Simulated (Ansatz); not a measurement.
Ansatz (a first-principles code) run on WSe₂ (P3m1, 6 atoms in the cell): self-consistent single point.

Method: PBEsol, default PAW files made with PBE (plane waves; Ansatz).

```xyz
6
Lattice="1.6482 -2.8548 0.0000 1.6482 2.8548 0.0000 0.0000 0.0000 13.0248" Properties=species:S:1:pos:R:3 pbc="T T T"
W      1.6482     0.9516     3.3062
W      1.6482    -0.9516     9.7686
Se     1.6482     0.9516    11.4488
Se     1.6482    -0.9516     4.9364
Se     1.6482    -0.9516     1.5760
Se     1.6482     0.9516     8.0884
```

Reference input (self-consistent single point, DFT, PBEsol, plane waves, default PAW files made with PBE): basis.ecutwfc = 420 eV; kpoints.mp_grid.grid = 9 9 2; hamiltonian.xc = pbesol; hamiltonian.pseudopotentials = {kind: paw} (the program's default PAW files); scf.occupations.method = fermi_dirac; scf.occupations.width = 0.05 eV. This run's input differs from it in these lines:

Ansatz 0.2 input:
```diff
@@ -16,3 +16,3 @@
 kpoints:
-  mp_grid: { grid: [9, 9, 2] }
+  mp_grid: { grid: [12, 12, 3] }
 hamiltonian:
```

Output (repeated stretches shortened):

```
SCF iter   1: F=—  HF=-42213.472613 eV  |F-HF|=—  |Δ(HF+E_count)|=         —  Δρ=4.84e-3  dr2=1.65e-2  ethr=1.77e-3  ⟨swp⟩=6.3  Hψ=10053  notcnv=0  defer=1
all-band conjugate gradients solve this SCF's bands
preconditioner: auto → Resta (q_TF=auto, 2.601 Å⁻¹)
SCF iter   2: F=—  HF=-42213.475804 eV  |F-HF|=—  |Δ(HF+E_count)|=   3.19e-3  Δρ=2.68e-3  dr2=3.27e-3  ethr=1.79e-5  ⟨swp⟩=2.8  Hψ=5566  notcnv=0  defer=48
   [... lines left out ...]
SCF iter   5: F=—  HF=-42213.478274 eV  |F-HF|=—  |Δ(HF+E_count)|=   5.48e-6  Δρ=6.85e-5  dr2=1.62e-5  ethr=6.08e-8  ⟨swp⟩=2.0  Hψ=4822  notcnv=0  defer=48
SCF iter   6: F=—  HF=-42213.478279 eV  |F-HF|=—  |Δ(HF+E_count)|=   5.04e-6  Δρ=3.37e-5  dr2=6.29e-6  ethr=1.76e-8  ⟨swp⟩=2.0  Hψ=3377  notcnv=0  defer=48
SCF iter   7: F=—  HF=-42213.478280 eV  |F-HF|=—  |Δ(HF+E_count)|=   2.06e-7  Δρ=1.23e-5  dr2=2.18e-7  ethr=6.84e-9  ⟨swp⟩=2.0  Hψ=4408  notcnv=0  defer=48
SCF iter   8: F=-42213.478280 eV  HF=-42213.478280 eV  |F-HF|=4.77e-8  |Δ(HF+E_count)|=   2.00e-7  Δρ=4.51e-6  dr2=6.24e-8  ethr=1.09e-10  ⟨swp⟩=9.3  Hψ=11265  notcnv=0
SCF 1 converged in 8 iterations: F = -42213.478280 eV  dr2 = 6.24e-8
Free energy (F): -42213.478280 eV
Internal energy: -42213.478278 eV  (E = F + TS)
E sigma→0 (E₀):  -42213.478279 eV
Entropy (-TS):   -0.000002 eV (-0.000 meV/atom)
Fermi energy:    13.092413 eV
--- Forces (eV/Å), atoms counted from 1 ---
  atom   1  W     -0.00000000     0.00000000    -1.38729052
  atom   2  W      0.00000000    -0.00000000     0.01134476
  atom   3  Se    -0.00000000     0.00000000    -0.28538200
  atom   4  Se     0.00000000    -0.00000000     0.44286607
  atom   5  Se     0.00000000    -0.00000000     0.93224170
  atom   6  Se     0.00000000     0.00000000     0.28624035
--- Stress (GPa, compression-positive) ---
       -2.452534       0.000000       0.000000
       -0.000000      -2.452534      -0.000000
        0.000000      -0.000000      -1.942910
  P = ⅓ Tr σ = -2.2827 GPa (-22.827 kbar)
  The stress holds the Pulay correction. Without it, at fixed plane waves, as pw.x and ABINIT print it: P = -2.3124 GPa
```

The run converged in 8 iterations. Against the reference run the free energy is nearly the same (within 1 meV/atom), the pressure stays at -2.28 GPa, the largest force moves little (1.388 to 1.387 eV/Å) and the gap on the mesh goes from 1.014 to 0.918 eV.

The starting cell has typed, rounded lattice constants, without a prior relaxation at this level. Its lattice was rescaled by up to half a per cent. One atom was moved a little off its site on purpose. Spin-orbit coupling is off. Forces in this geometry exceed 1 eV/Å. Ansatz's pressure includes its estimate of the finite-basis (Pulay) stress.
